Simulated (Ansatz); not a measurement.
A TiO2 chain of edge-sharing tetrahedra, stretched and compressed along its axis from its relaxed period of 5.409 Å, atoms relaxed at each length.

Level of theory: PBE+D3(BJ) (plane waves to 420 eV, PAW; Ansatz, a quantum-chemistry and plane-wave program). Mesh 1×1×60. No spin polarisation, so a magnetic state wasn't tested. Periodic along z alone, with about 11 Å of vacuum beside it. A hypothetical model. Only distortions within the start's symmetry and period were free. Pairing along the axis, which can open a gap, is among the distortions not tried. Buckling under compression is shut out by symmetry and the short period. Energies are free energies at a Fermi–Dirac width of 0.02 eV, from the unstrained cell.

| strain (%) | energy (meV a period) | axial force (nN) | PBE gap (eV) |
|---|---|---|---|
| -3.0 | +112 | -2.23 | 3.50 |
| -1.5 | +28 | -1.10 | 3.43 |
| 0.0 | 0 | -0.01 | 3.37 |
| +1.5 | +27 | +1.04 | 3.30 |
| +3.0 | +105 | +2.04 | 3.22 |

The slope of the force at zero strain is 71 nN.
